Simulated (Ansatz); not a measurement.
AlZnInO4 (model structure, started from the InGaZnO4 type, R3m, No. 160, 7 atoms in the cell) was calculated with r²SCAN (Ansatz, an electronic-structure program, PAW).

Settings: plane-wave cutoff 560 eV, 12×12×12 k mesh, Fermi–Dirac smearing 0.01 eV, scalar-relativistic PAW data made under PBE.

Cell (relaxed with PBEsol):

```xyz
7
Lattice="1.6280 0.9399 8.5388 -1.6280 0.9399 8.5388 0.0000 -1.8799 8.5388" Properties=species:S:1:pos:R:3 pbc="T T T"
In     0.0000     0.0000    -0.1098
Al     0.0000     0.0000     5.4510
Zn     0.0000     0.0000    20.0224
O      0.0000     0.0000     3.5645
O      0.0000     0.0000    22.5295
O      0.0000     0.0000     7.3307
O      0.0000     0.0000    18.0607
```

What does this level give for the band gap?


band gap: 2.39 eV

Note: the relaxation could raise the start's symmetry but not lower it, so the cell can be a saddle point; cell and atoms aren't relaxed at this level (largest force component 0.09 eV/Å, pressure -0.5 GPa).

Spin–orbit coupling is not included.

A model structure was made by putting elements into a prototype or built by hand; it is no filed structure, need not be a known phase, and can be a saddle point held by its symmetry.
